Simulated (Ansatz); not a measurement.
Converging the plane-wave cutoff: MoCl₆ (P31m, 7 atoms in the cell)

```yaml
crystal:
  lattice:
    - [6.15496, 0.00000, 0.00000]
    - [-3.07748, 5.33035, 0.00000]
    - [0.00000, 0.00000, 5.64892]
  atoms:
    - { symbol: Mo, position: [0.00000, 0.00000, 0.50885] }
    - { symbol: Cl, position: [0.30361, 0.30361, 0.26629] }
    - { symbol: Cl, position: [0.69639, 0.69639, 0.73371] }
    - { symbol: Cl, position: [0.69639, 0.00000, 0.26629] }
    - { symbol: Cl, position: [0.30361, 0.00000, 0.73371] }
    - { symbol: Cl, position: [0.00000, 0.69639, 0.26629] }
    - { symbol: Cl, position: [0.00000, 0.30361, 0.73371] }
```

Method of the run: LDA (PW92), default PAW files made with PBE (plane waves; Ansatz, a program for electronic structure).

Base settings: basis.ecutwfc = 420 eV; kpoints.mp_grid.grid = 4 4 4; hamiltonian.xc = lda; hamiltonian.pseudopotentials = {kind: paw} (the program's default PAW files); scf.occupations.method = fixed.

The second cell is the first with its lattice scaled by 0.98.

The mesh stays at the base's, so the ladder's end is converged at best in this setting alone.

The first pressure column holds Ansatz's estimate of the finite-basis (Pulay) stress, which hides part of the cutoff error; the other is without it.

Only quantities that move along the ladder and can be compared are tabulated.

The count of work is k-points × plane waves × bands × iterations; it is no time. 

The starting cell comes from a database of computed structures (which also holds hypothetical and non-ambient phases and stackings), without a prior relaxation at this level. Its lattice was rescaled by up to half a per cent. One atom was moved a little off its site on purpose.

```tsv
basis.ecutwfc	free energy less the last step's (meV/atom)	energy of the compressed cell less the first (meV/atom)	pressure (GPa)	pressure without the Pulay estimate (GPa)	largest difference of a force vector from the last step's (eV/Å)	count of work / last
145 eV	5074.01	39.75	2.62	-91.96	1.465	0.062
170 eV	2287.49	-18.94	-2.88	-52.06	0.367	0.079
190 eV	1223.57	-7.06	-3.44	-32.88	0.366	0.092
210 eV	646.88	-9.03	-2.65	-20.59	0.206	0.11
230 eV	330.61	-4.41	-2.23	-12.75	0.061	0.12
250 eV	164.23	-2.69	-1.98	-8.02	0.055	0.14
295 eV	27.13	-0.79	-1.94	-3.33	0.015	0.16
335 eV	4.48	-1.39	-2.01	-2.28	0.002	0.19
380 eV	0.73	-1.54	-2.01	-2.04	0.000	0.23
420 eV	0.43	-1.53	-2.01	-2.01	0.000	0.27
460 eV	0.35	-1.53	-2.01	-2.01	0.000	0.31
505 eV	0.23	-1.53	-2.01	-2.02	0.000	0.36
565 eV	0.10	-1.54	-2.01	-2.01	0.000	0.42
630 eV	0.03	-1.54	-2.01	-2.01	0.000	0.49
735 eV	0.02	-1.54	-2.01	-2.01	0.000	0.62
840 eV	0.01	-1.54	-2.01	-2.01	0.000	0.76
1010 eV	0.00	-1.54	-2.01	-2.01	0.000	1.0
```

Coarsest basis.ecutwfc that holds the forces within 0.01 eV/Å of the last step, with all finer ones: 335 eV, at 0.19 of the last step's count of work; the step before is off by 0.015 eV/Å.

Coarsest basis.ecutwfc that holds the free energy within 5 meV/atom of the last step, with all finer ones: 335 eV, at 0.19 of the last step's count of work; the step before is off by 27 meV/atom.

Coarsest basis.ecutwfc that holds the pressure without the Pulay estimate within 1 GPa of the last step, with all finer ones: 335 eV, at 0.19 of the last step's count of work; the step before is off by 1.3 GPa.

The energy difference between the two cells stays within 1 meV/atom of the last step's from 295 eV on, the total only from 380 eV on: much of the error is common to both cells and cancels.

At the lowest cutoff the pressure without the Pulay estimate lies 89.9 GPa under the last step's, the usual sign of Pulay stress in an incomplete plane-wave basis.

Keys are those of Ansatz 0.2.
